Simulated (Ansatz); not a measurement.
Adsorption energy and surface dipole of O on the 1x1 (110) surface of 3C silicon carbide (cut with top plane C + Si), one in a 2x2 cell, started at the site 'over Si at depth 1.5 Å', worked from the runs' numbers; total energies count from the potentials' own zero.

Host crystal: 3C silicon carbide, with a band gap (PBE, scalar-relativistic without spin-orbit coupling).

Level of theory: PBE (plane waves to 420 eV, PAW; Ansatz, a quantum-chemistry and plane-wave program).

Slab: 49 atoms, 7.7 Å thick at the start under the adsorbate (thin: gaps and levels are the slab's own); k 3x3x1, smearing 0.01 eV, dipole-corrected; 24 atoms held, the rest relaxed; start symmetry kept, larger cells not searched; spin-polarised, no spin-orbit, no U, no dispersion correction. The starting moment vanished. At the end it is bonded to C. In PBE it is, or lies within 0.03 eV of, the lowest of the starts that converged.

| quantity | value |
|---|---|
| slab with the adsorbate | -21839.000 eV |
| clean slab, same cell and mesh | -21272.177 eV |
| reference, ½ O2(g) | -564.968 eV |
| area of the cell | 54.26 Å² |
| change of the step from the bottom to the top vacuum level | 0.266 eV |

Problem. What is the adsorption energy against this reference?

Solution. E(slab + adsorbate) − E(slab) − E(reference) = -1.86 eV, so in this state the adsorbate is more stable than in the reference, at a coverage of 1.84 a nm².

Problem. What dipole does adsorption add to the slab along the outward normal (Helmholtz relation, ε₀ = 0.005526 e/(V·Å))?

Solution. p = −ε₀·A·ΔV = -0.080 e·Å = -0.38 D; its negative end points to the vacuum, which raises the vacuum level.
